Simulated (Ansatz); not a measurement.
Effect of pressure −2 GPa on RbScS2O8

The parent structure is RbScS₂O₈ (space group P-3m1, No. 164; a = 5.261 Å, c = 7.981 Å; a cell from a computed database, its experimental status unchecked).

Now apply this change: hydrostatic tension (pressure −2 GPa).

Calculations: r2SCAN, PAW, 500 eV (Ansatz, a quantum-chemistry and plane-wave program; without spin-orbit coupling). Settings: 6×6×4 k-points, 0.05 eV Fermi–Dirac smearing.

```csv
quantity,base,changed,shift
volume per atom,15.94 Å³,17.95 Å³,+2.003 Å³
density,2.80 g/cm³,2.49 g/cm³,-0.31 g/cm³
c/a ratio,1.517,1.653,+0.136
shortest interatomic distance,2.732 bohr,2.745 bohr,+0.013 bohr
enthalpy H = E + PV relative to the base's energy,–,-0.21 eV/atom,–
band gap,4.75 eV,4.70 eV,-0.044 eV
"valence-band top at Γ (three highest levels, from the VBM)",–,"0.00, -0.08, -0.08 eV",–
```

Final structure:

```xyz
12
Lattice="5.3181 0.0000 0.0000 -2.6591 4.6056 0.0000 0.0000 0.0000 8.7926" Properties=species:S:1:pos:R:3 pbc="T T T"
Rb     0.0000     0.0000     4.3963
Sc     0.0000     0.0000     0.0000
S      0.0000     3.0704     1.7565
S      2.6591     1.5352     7.0361
O      0.0000     1.6777     1.2414
O      1.2061     3.7668     1.2414
O     -1.2061     3.7668     1.2414
O      1.4530     0.8389     7.5512
O      2.6591     2.9279     7.5512
O      3.8652     0.8389     7.5512
O      0.0000     3.0704     3.2093
O      2.6591     1.5352     5.5833
```

Load acts through the strain it causes; cell and atoms are relaxed under it. No phonon test of stability was made. The base started in P321 and relaxed to P-3m1 at this level. All final runs are without spin polarisation.
